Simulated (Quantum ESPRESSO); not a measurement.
Worked example: zone-centre phonon calculation of As (R-3m, 2 atoms in the cell) in Quantum ESPRESSO.

Method: PBE, GBRV 1.5 ultrasoft (PBE) pseudopotentials (plane waves; Quantum ESPRESSO).

```
CELL_PARAMETERS angstrom
      3.69877    -1.88940     0.00000
      3.69877     1.88940     0.00000
      2.73362     0.00000     3.12698
ATOMIC_POSITIONS crystal
  As 0.22700 0.22700 0.22700
  As 0.77300 0.77300 0.77300
```

Reference input (self-consistent single point, DFT, PBE, plane waves, GBRV 1.5 ultrasoft (PBE) pseudopotentials): ecutwfc = 40 Ry; ecutrho = 200 Ry; occupations = smearing; smearing = fd; degauss = 0.0073499 Ry; potentials = {As: as_pbe_v1.uspp.F.UPF}; K_POINTS = automatic 9 9 9 0 0 0; conv_thr = 1e-10 Ry. This run's input differs from it in these lines:

```diff
@@ -29,3 +29,3 @@
 K_POINTS automatic
-9 9 9  0 0 0
+8 8 8  0 0 0
 CELL_PARAMETERS alat
```

Step 2 (ph.x):

```fortran
phonons at the zone centre
&inputph
   prefix = 'scf'
   outdir = './work'
   tr2_ph = 1.0d-14
   fildyn = 'dyn.G'
/
0.0 0.0 0.0
```

Step 3 (dynmat.x):

```fortran
&input
   fildyn = 'dyn.G'
   asr = 'simple'
/
```

Log, with long lists cut:

Output of step 1:

```
     Self-consistent Calculation

     iteration #  1     ecut=    40.00 Ry     beta= 0.70

---- Real-time Memory Report at c_bands before calling an iterative solver
            90 MiB given to the printing process from OS
            43 MiB allocation reported by mallinfo(arena+hblkhd)
------------------

     Threshold (ethr) on eigenvalues was too large:
     Diagonalizing with lowered threshold

---- Real-time Memory Report at c_bands before calling an iterative solver
           118 MiB given to the printing process from OS
            47 MiB allocation reported by mallinfo(arena+hblkhd)
------------------

   [... lines left out ...]

---- Real-time Memory Report at c_bands before calling an iterative solver
           122 MiB given to the printing process from OS
            51 MiB allocation reported by mallinfo(arena+hblkhd)
------------------

     total energy              =     -80.54461720 Ry
     estimated scf accuracy    <          1.2E-10 Ry

     iteration #  8     ecut=    40.00 Ry     beta= 0.70

---- Real-time Memory Report at c_bands before calling an iterative solver
           122 MiB given to the printing process from OS
            52 MiB allocation reported by mallinfo(arena+hblkhd)
------------------
     End of self-consistent calculation

     the Fermi energy is     7.5444 ev

!    total energy              =     -80.54461720 Ry
     estimated scf accuracy    <          1.4E-11 Ry
     smearing contrib. (-TS)   =      -0.00051293 Ry
     internal energy E=F+TS    =     -80.54410428 Ry

     convergence has been achieved in   8 iterations

     Forces acting on atoms (cartesian axes, Ry/au):

     atom    1 type  1   force =     0.00741572    0.00000000    0.00228887
     atom    2 type  1   force =    -0.00741572    0.00000000   -0.00228887

     Total force =     0.010976     Total SCF correction =     0.000004

          total   stress  (Ry/bohr**3)                   (kbar)     P=       24.16
   0.00013586   0.00000000  -0.00001380           19.99        0.00       -2.03
  -0.00000000   0.00018056   0.00000000           -0.00       26.56        0.00
  -0.00001380   0.00000000   0.00017632           -2.03        0.00       25.94

   JOB DONE.
```

Output of step 2:

```
     Reading xml data from directory:

     ./work/scf.save/

     G-vector sticks info
     --------------------
     sticks:   dense  smooth     PW     G-vecs:    dense   smooth      PW
     Sum         791     635    205                14089    10083    1869

     Reading collected, re-writing distributed wavefunctions in ./work/

     Number and degeneracy of irreps per q-point
       N         xq(1)         xq(2)         xq(3)   N irreps
       1   0.000000000   0.000000000   0.000000000       6
     No degeneracy

     Calculation of q =    0.0000000   0.0000000   0.0000000

     phonons at the zone centre

     bravais-lattice index     =            0
     lattice parameter (alat)  =       7.8488  a.u.
     unit-cell volume          =     294.9391 (a.u.)^3
   [... lines left out ...]

     Mode symmetry, C_2h (2/m)  point group:

     Atomic displacements:
     There are    6 irreducible representations

     Representation     1      1 modes -  To be done

     Representation     2      1 modes -  To be done

     Representation     3      1 modes -  To be done

     Representation     4      1 modes -  To be done

     Representation     5      1 modes -  To be done

     Representation     6      1 modes -  To be done

     Alpha used in Ewald sum =   2.1000
     Representation #   1 mode #   1

     Self-consistent Calculation

      iter #   1   av.it.:   6.0
      thresh= 1.000E-02 alpha_mix =  0.700 |ddv_scf|^2 =  6.044E-07

      iter #   2   av.it.:  10.9
      thresh= 7.775E-05 alpha_mix =  0.700 |ddv_scf|^2 =  4.166E-08

   [... 3 blocks of this kind left out ...]

      iter #   6   av.it.:  10.9
      thresh= 4.511E-08 alpha_mix =  0.700 |ddv_scf|^2 =  1.725E-15
     End of self-consistent calculation

     Convergence has been achieved

     Representation #   2 mode #   2

     Self-consistent Calculation

      iter #   1   av.it.:   6.0
      thresh= 1.000E-02 alpha_mix =  0.700 |ddv_scf|^2 =  8.639E-07

      iter #   2   av.it.:  10.9
      thresh= 9.295E-05 alpha_mix =  0.700 |ddv_scf|^2 =  5.076E-08

   [... 3 blocks of this kind left out ...]

      iter #   6   av.it.:  11.0
      thresh= 6.338E-08 alpha_mix =  0.700 |ddv_scf|^2 =  2.525E-15

     End of self-consistent calculation

     Convergence has been achieved

   [... 3 blocks of this kind left out ...]

     Representation #   6 mode #   6

     Self-consistent Calculation

      iter #   1   av.it.:   5.7
      thresh= 1.000E-02 alpha_mix =  0.700 |ddv_scf|^2 =  4.894E-07

      iter #   2   av.it.:  10.9
   [... lines left out ...]
 **************************************************************************

     Mode symmetry, C_2h (2/m)  point group:

     freq (   1-   1) =         -3.0  [cm-1]   --> B_u             I
     freq (   2-   2) =         -0.5  [cm-1]   --> A_u             I
     freq (   3-   3) =          1.0  [cm-1]   --> B_u             I
     freq (   4-   4) =        192.1  [cm-1]   --> A_g             R
     freq (   5-   5) =        192.1  [cm-1]   --> B_g             R
     freq (   6-   6) =        250.9  [cm-1]   --> A_g             R
   JOB DONE.
```

Output of step 3:

```
     diagonalizing the dynamical matrix ...

 q =      0.00000000     0.00000000     0.00000000
 **************************************************************************
     freq (    1) =      -0.000000 [THz] =      -0.000001 [cm-1]
 (  0.594384   0.000000    -0.383014   0.000000     0.002873   0.000000   )
 (  0.594384   0.000000    -0.383014   0.000000     0.002873   0.000000   )
     freq (    2) =       0.000000 [THz] =       0.000002 [cm-1]
 ( -0.368000   0.000000    -0.569581   0.000000     0.200383   0.000000   )
 ( -0.368000   0.000000    -0.569581   0.000000     0.200383   0.000000   )
     freq (    3) =       0.000000 [THz] =       0.000003 [cm-1]
 ( -0.106226   0.000000    -0.169934   0.000000    -0.678114   0.000000   )
 ( -0.106226   0.000000    -0.169934   0.000000    -0.678114   0.000000   )
     freq (    4) =       5.758302 [THz] =     192.076286 [cm-1]
 ( -0.208532   0.000000     0.000000   0.000000     0.675659  -0.000000   )
 (  0.208532   0.000000     0.000000   0.000000    -0.675659   0.000000   )
     freq (    5) =       5.758393
     Polarizability (A^3 units)
     multiply by 1.000000 for Clausius-Mossotti correction
         0.000000    0.000000    0.000000
         0.000000    0.000000    0.000000
         0.000000    0.000000    0.000000

     IR activities are in (D/A)^2/amu units

# mode   [cm-1]    [THz]      IR
    1     -0.00   -0.0000    0.0000
    2      0.00    0.0000    0.0000
    3      0.00    0.0000    0.0000
    4    192.08    5.7583    0.0000
    5    192.08    5.7584    0.0000
    6    250.96    7.5237    0.0000

   JOB DONE.
```

The run converged in 8 iterations. 

Summary of the result:
```
Item                                                                      Result
--------------------------------------------------------  ----------------------
Free energy E − TS                                                 -1095.8653 eV
Fermi level (on the code's own zero)                                     7.54 eV
Pressure                                                                2.42 GPa
Largest force (vector length)                                         0.200 eV/Å
Zone-centre frequencies (cm⁻¹; negative means imaginary)  0, 0, 0, 192, 192, 251
```

The starting cell has typed, rounded lattice constants, without a prior relaxation at this level. Its lattice was rescaled by up to half a per cent.
